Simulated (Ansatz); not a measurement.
For BaGaHO2 (model structure, started from the SrVO2H type, P4/mmm, No. 123, 5 atoms in the cell), LDA (plane waves, PAW; Ansatz, a first-principles code) gives:

* **lattice parameter a**: 3.931 Å
* **c axis length**: 3.813 Å
* **bulk modulus B0**: 135 GPa
* **cohesive energy**: 5.13 eV/atom
* **band gap**: 0.52 eV

Question: What does r²SCAN (PAW; Ansatz) give for the same quantities?

Answer: 
- lattice constant a: 3.980 Å (goes up by 1.2 %)
- lattice parameter c: 3.897 Å (increases by 2.2 %)
- bulk modulus: 126 GPa (shrinks by 6.7 %)
- cohesive energy: 4.44 eV/atom (drops by 0.69 eV/atom)
- band gap: 0.87 eV (rises by 0.35 eV)

Changes are worked out from the printed values.

Unless a cell is named, each level is at its own relaxed cell (LDA 11.79, r²SCAN 12.35 Å³/atom).

Levels without +SOC have no spin–orbit coupling; where heavier elements are present it shifts gaps, mostly down, and can invert bands. Density-functional gaps are differences of (generalised) Kohn–Sham levels.

Caveats: the bulk modulus is −V dP/dV from two relaxed cells at ±2 % in volume (LDA, r²SCAN). Ansatz's density-functional and Hartree–Fock values are scalar-relativistic unless marked +SOC, with PAW data made under PBE.

A model structure was made by putting elements into a prototype or built by hand; it is no filed structure, need not be a known phase, and can be a saddle point held by its symmetry.
